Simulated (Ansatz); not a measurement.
**Hypothetical rock salt GaSb: pressure series**

The reference is GaSb in the rock salt structure (space group Fm-3m, No. 225; a hypothetical phase, not in the database extracts checked).

```
CELL_PARAMETERS angstrom
      0.00000     2.85486     2.85486
      2.85486     0.00000     2.85486
      2.85486     2.85486     0.00000
ATOMIC_POSITIONS crystal
  Ga 0.00000 0.00000 0.00000
  Sb 0.50000 0.50000 0.50000
```

Cell and atoms are relaxed at each pressure.

The values are results of PBE-D3(BJ) (Ansatz, an electronic-structure program, PAW, no spin-orbit coupling), not measurements.

Notes on the quantities. enthalpy: H = E + PV relative to the base's energy.

```tsv
case	enthalpy	volume per atom
base	–	23.27 Å³
pressure −2 GPa	-0.30 eV/atom	24.10 Å³
pressure −1 GPa	-0.15 eV/atom	23.66 Å³
pressure 0.3 GPa	+0.04 eV/atom	23.15 Å³
pressure 0.7 GPa	+0.10 eV/atom	23.01 Å³
pressure 1.5 GPa	+0.22 eV/atom	22.75 Å³
pressure 3 GPa	+0.43 eV/atom	22.28 Å³
pressure 5 GPa	+0.70 eV/atom	21.74 Å³
pressure 7.5 GPa	+1.03 eV/atom	21.15 Å³
pressure 10 GPa	+1.36 eV/atom	20.64 Å³
```

Load acts through the strain it causes; cell and atoms are relaxed under it. No phonon test of stability was made. Competing high-pressure phases were not computed. The base started in Pnma and relaxed to Fm-3m at this level. All final runs are without spin polarisation.
